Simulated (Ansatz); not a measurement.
The cell is built on a prototype and need not be the phase stable at ambient conditions.

By PBEsol, the system below comes out a metal.

Consider the following.

```yaml
crystal:
  lattice:
    - [4.01792, 0.00000, 0.00000]
    - [0.00000, 3.40804, 0.00000]
    - [2.00896, 0.00000, 3.47962]
  atoms:
    - { symbol: Hf, position: [0.00000, 0.00000, 0.00000] }
    - { symbol: Si, position: [0.33333, 0.50000, 0.33333] }
    - { symbol: Si, position: [0.66667, 0.50000, 0.66667] }
```

Space group of this cell: P6/mmm. The cell was relaxed by PBE-D3(BJ); by PBEsol its mean pressure is 0.9 GPa.

The current flows along the normal of the first two printed cell vectors. No spin-orbit coupling; the value is a mean over 0.1 eV about the Fermi level.

**Question.** Give the ballistic conductance per area that PBEsol (Ansatz, a first-principles code) yields.

**Answer.** 0.99 × 10¹⁵ S/m² for both spins.
